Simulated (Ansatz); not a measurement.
The reference is TiAl (space group P4/mmm, No. 123; a = 2.766 Å, c = 4.002 Å; relaxed with 0.1 eV smearing). Axes: x, y, z lie along a, b, c of the conventional cell.

The values are results of DFT with LDA, PAW potentials and a 420 eV plane-wave cutoff in Ansatz (a program for electronic structure), no spin-orbit coupling, not measurements.

Perturbation: uniaxial strain ε_zz = −2.00 %, all other strain components held at zero; the atoms relax in the strained cell.

Problem. Predict the new energy relative to the base.

Solution. The energy increases by 3.5 meV/atom.

Problem. What does the calculation give for the stress after the change?

Solution. The stress (xx, yy, zz, yz, xz, xy; compression positive) amounts to (2.2, 2.2, 3.6, 0.0, 0.0, 0.0) GPa.

No phonon test of stability was made. All final runs are without spin polarisation.
